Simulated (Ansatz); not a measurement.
Levels about the gap of amorphous Si$_{24}$O$_{45}$F$_{6}$ (75 atoms in a cell of 1135 Å³, 2.21 g/cm³; zone centre alone, so wide bands show as single levels with stretches between that a denser mesh fills), at the geometry that PBE relaxed, where it gives 0.0 GPa on a denser mesh. The participation number counts the atoms over which a state spreads; weights are charges in smoothed Voronoi cells. The levels come from a single point, so bond lengths are those of that geometry. Method of the levels: PBE, scalar-relativistic without spin-orbit coupling (Ansatz, a first-principles code). Sampling: the zone centre alone; Fermi-Dirac width 0.02 eV; no spin polarisation. At PBE the levels at the filled edge of the gap are localised (band-tail or defect states).

Preparation: random packing, a CHGNet melt and quench, and a DFT relaxation. O and F atoms were pushed apart under 1.9 Å during the dynamics, to hinder bonds among them. The hot cell started wider than the set density and was brought back towards it in steps. It is the lowest in DFT energy of 2 quenches. It is a model cell: composition and starting density were chosen by hand, and all elements were melted together. No dispersion term was used. Its density started from a set value of 2.22 and ended at 2.21 g/cm³. Cooling (nominally 400 K/ps over its main leg) ran many orders faster than in experiment, which tends to leave more defects and strain. Values belong to this one cell and scatter from quench to quench. The volume was free in the relaxation, at fixed shape. Stress components on the final sampling reach 0.6 GPa.

```csv
"E - E(highest filled), eV",filling,participation number,largest on,weight O,weight Si,weight F
-0.39,filled,18.3,"O, 2 neighbours",0.93,0.05,0.02
-0.37,filled,24.2,"O, 2 neighbours",0.96,0.04,0.00
-0.33,filled,18.3,"O, 2 neighbours",0.95,0.04,0.01
-0.22,filled,16.5,"O, 2 neighbours",0.95,0.04,0.01
-0.07,filled,8.6,"O, 2 neighbours",0.95,0.04,0.01
-0.05,filled,7.1,"O, 2 neighbours",0.96,0.04,0.00
0.00,filled,8.1,"O, 2 neighbours",0.95,0.04,0.01
5.17,empty,64.4,"O, 2 neighbours",0.64,0.29,0.07
6.64,empty,29.3,"Si, 4 neighbours",0.58,0.39,0.03
6.75,empty,38.8,"Si, 4 neighbours",0.63,0.33,0.04
6.94,empty,37.9,"Si, 4 neighbours",0.59,0.35,0.06
```

Most localised among these is the filled level at -0.05 eV, on a O atom, which has 2 neighbours (Si 1.63 Å, Si 1.66 Å).
